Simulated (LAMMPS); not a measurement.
An MD run on Cu (fcc), 2048 atoms, at 1220 K and 0 GPa, heated as the crystal.

All values are model results, not measurements: classical MD, pair style adp, file AlCu.adp (LAMMPS).

```tsv
angle (°)	probability per degree, Cu-Cu-Cu
40.50	0.0000
43.50	0.0003
46.50	0.0017
49.50	0.0060
52.50	0.0130
55.50	0.0203
58.50	0.0235
61.50	0.0213
64.50	0.0157
67.50	0.0097
70.50	0.0056
73.50	0.0036
76.50	0.0032
79.50	0.0043
82.50	0.0062
85.50	0.0079
88.50	0.0092
91.50	0.0094
94.50	0.0081
97.50	0.0064
100.5	0.0052
103.5	0.0048
106.5	0.0063
109.5	0.0090
112.5	0.0125
115.5	0.0153
118.5	0.0169
121.5	0.0162
124.5	0.0138
127.5	0.0103
130.5	0.0071
133.5	0.0045
136.5	0.0028
139.5	0.0017
142.5	0.0010
145.5	0.0007
148.5	0.0004
151.5	0.0004
154.5	0.0007
157.5	0.0012
160.5	0.0022
163.5	0.0033
166.5	0.0046
169.5	0.0055
172.5	0.0056
175.5	0.0041
178.5	0.0016
```

The data show:
- state found: crystal; no diffusion seen in 30 ps
- most common Cu-Cu-Cu angle: in the 3° bin centred on 58.5° (mean of all 97°)
